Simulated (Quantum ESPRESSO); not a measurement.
Quantum ESPRESSO run on Ca₃AsP (Pm-3m, 5 atoms in the cell): self-consistent single point.

Method of the run: PBEsol, GBRV 1.5 ultrasoft (PBESOL) pseudopotentials (plane waves; Quantum ESPRESSO).

The change in words: lattice scaled by 0.98. Reference geometry:
```xyz
5
Lattice="5.4249 0.0000 0.0000 0.0000 5.4249 0.0000 0.0000 0.0000 5.4249" Properties=species:S:1:pos:R:3 pbc="T T T"
Ca     0.0000     2.7124     2.7124
Ca     2.7124     0.0000     2.7124
Ca     2.7124     2.7124     0.0000
P      0.0000     0.0000     0.0000
As     2.7124     2.7124     2.7124
```

Reference input (self-consistent single point, DFT, PBEsol, plane waves, GBRV 1.5 ultrasoft (PBESOL) pseudopotentials): ecutwfc = 40 Ry; ecutrho = 200 Ry; occupations = smearing; smearing = gaussian; degauss = 0.0036749 Ry; potentials = {Ca: ca_pbesol_v1.uspp.F.UPF, P: p_pbesol_v1.5.uspp.F.UPF, As: as_pbesol_v1.uspp.F.UPF}; K_POINTS = automatic 4 4 4 0 0 0; conv_thr = 1e-10 Ry. This run's input differs from it in these lines:

```diff
@@ -26,7 +26,7 @@
 ATOMIC_POSITIONS angstrom
-Ca    0.000000000    2.712425000    2.712425000
-Ca    2.712425000    0.000000000    2.712425000
-Ca    2.712425000    2.712425000    0.000000000
+Ca    0.000000000    2.658176500    2.658176500
+Ca    2.658176500    0.000000000    2.658176500
+Ca    2.658176500    2.658176500    0.000000000
 P     0.000000000    0.000000000    0.000000000
-As    2.712425000    2.712425000    2.712425000
+As    2.658176500    2.658176500    2.658176500
 K_POINTS automatic
@@ -34,5 +34,5 @@
 CELL_PARAMETERS angstrom
-   5.424850000     0.000000000     0.000000000
-   0.000000000     5.424850000     0.000000000
-   0.000000000     0.000000000     5.424850000
+   5.316353000     0.000000000     0.000000000
+   0.000000000     5.316353000     0.000000000
+   0.000000000     0.000000000     5.316353000
```

The program printed (abridged):

```
     Self-consistent Calculation

     iteration #  1     ecut=    40.00 Ry     beta= 0.70

     Threshold (ethr) on eigenvalues was too large:
     Diagonalizing with lowered threshold

     total energy              =    -280.13260751 Ry
     estimated scf accuracy    <       0.29356185 Ry

     iteration #  2     ecut=    40.00 Ry     beta= 0.70

     total energy              =    -280.20464638 Ry
     estimated scf accuracy    <       0.10536551 Ry

     iteration #  3     ecut=    40.00 Ry     beta= 0.70

     total energy              =    -280.22713039 Ry
     estimated scf accuracy    <       0.00296889 Ry

   [... 6 blocks of this kind left out ...]

     iteration # 10     ecut=    40.00 Ry     beta= 0.70

     total energy              =    -280.22816653 Ry
     estimated scf accuracy    <          4.9E-10 Ry

     iteration # 11     ecut=    40.00 Ry     beta= 0.70
     End of self-consistent calculation

     the Fermi energy is     5.6871 ev

!    total energy              =    -280.22816653 Ry
     estimated scf accuracy    <          1.1E-11 Ry
     smearing contrib. (-TS)   =      -0.00000507 Ry
     internal energy E=F+TS    =    -280.22816146 Ry

     convergence has been achieved in  11 iterations

     Forces acting on atoms (cartesian axes, Ry/au):

     atom    1 type  1   force =     0.00000000    0.00000000    0.00000000
   [... zero for the other atoms too ...]

     Total force =     0.000000     Total SCF correction =     0.000000

          total   stress  (Ry/bohr**3)                   (kbar)     P=        7.99
   0.00005433   0.00000000   0.00000000            7.99        0.00        0.00
   0.00000000   0.00005433   0.00000000            0.00        7.99        0.00
   0.00000000   0.00000000   0.00005433            0.00        0.00        7.99

   JOB DONE.
```

The run converged in 11 iterations. Against the reference run the free energy drops by 4.3 meV/atom and the pressure goes from -1.44 to 0.80 GPa.

The starting cell comes from a database of computed structures (which also holds hypothetical and non-ambient phases and stackings), without a prior relaxation at this level. For this run, on top of that: lattice scaled by 0.98.

Cost on one core of a shared machine: roughly 50 s.
